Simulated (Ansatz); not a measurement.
Consider Sn in the diamond structure (space group Fd-3m, No. 227; a = 6.567 Å).

Level of theory: Ansatz (a program for electronic structure), r2SCAN, PAW, cutoff 500 eV, no spin-orbit coupling.

Base values:

```
Property               Value
-------------------  -------
Lattice parameter a  6.567 Å
Band gap                zero
```

Now apply this change: full substitution Sn → Ge; the structure is relaxed again.

Tabulated Pauling electronegativity and covalent radius: Sn 1.96, 1.39 Å; Ge 2.01, 1.20 Å.

Task: What happens to the lattice parameter a?

Result: The lattice parameter a shrinks by 0.8923 Å, from 6.567 Å to 5.674 Å.

Task: Predict the new band gap.

Result: The band gap changes from zero to 0.36 eV.

Gaps are read on the SCF mesh and a high-symmetry path. Whether these cells are dynamically stable was not tested.
